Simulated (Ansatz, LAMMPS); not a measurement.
## CsCl-type CoAl, bulk modulus

Reference value: 162 GPa (measured, room temperature, no zero-point or thermal correction; as tabulated in Yamada et al. (2019), arXiv:1910.09660).

| level (code) | value (GPa) | cell (Å³/atom) | difference (%) |
|---|---|---|---|
| MEAM MoCoNiVFeAlCr_2nn.meam (LAMMPS) | 162 | 11.70 | 0.0 |
| PBE (Ansatz) | 179 | 11.60 | +10.5 |
| r²SCAN-D4 (Ansatz) | 203 | 11.15 | +25 |
| r²SCAN0 (Ansatz) | 217 | 10.90 | +34 |
| Hartree–Fock (Ansatz) | 175 | 11.51 | +8.0 |

Leaving aside MEAM MoCoNiVFeAlCr_2nn.meam (doubt noted below): Of the ranked levels Hartree–Fock (+8.0 %) comes nearest. Farthest off among them: r²SCAN0 (+34 %). All 4 levels lie above the reference.

The reference isn't brought to a static lattice, while the calculations are for one, so the differences are not the levels' errors alone. A static lattice is as a rule stiffer than a warm one, by over a tenth in soft solids. The crystal itself was run without spin with PBE, r²SCAN-D4, r²SCAN0, Hartree–Fock; a magnetic state was not tried in these runs. MEAM MoCoNiVFeAlCr_2nn.meam: the potential file covers more elements than this solid holds. r²SCAN0: the run has no spin polarisation, so it can have missed a magnetic state. Each level is taken at its own relaxed cell. Cutoffs and k meshes differ between the levels. Ansatz's density-functional and Hartree–Fock values are scalar-relativistic unless marked +SOC, with PAW data made under PBE.

Empirical potentials (MEAM MoCoNiVFeAlCr_2nn.meam) are fitted to chosen data: where that held the value shown, agreement is built in, and what lay outside the fit can be far off.

Differences are worked out from the printed values.

Ansatz is a quantum-chemistry and plane-wave program.
